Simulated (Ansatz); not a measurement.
Start from TiO2 in the anatase structure (space group I4_1/amd, No. 141; a = 3.770 Å, c = 9.552 Å).

Level of theory: PBEsol (Ansatz, a first-principles code, PAW, without spin-orbit coupling).

For the base:

Band gap: 2.11 eV
Lattice parameter a: 3.770 Å

One thing is altered: a hydrostatic pressure of 22.5 GPa.

Predict the new band gap.

The band gap decreases by 0.28 eV, from 2.11 eV to 1.83 eV.

How does this affect the lattice parameter a?

The lattice parameter a falls by 0.0424 Å (3.770 Å → 3.727 Å).

Load acts through the strain it causes; cell and atoms are relaxed under it. Whether these cells are dynamically stable was not tested. Competing high-pressure phases were not computed. The final runs are not spin-polarised.
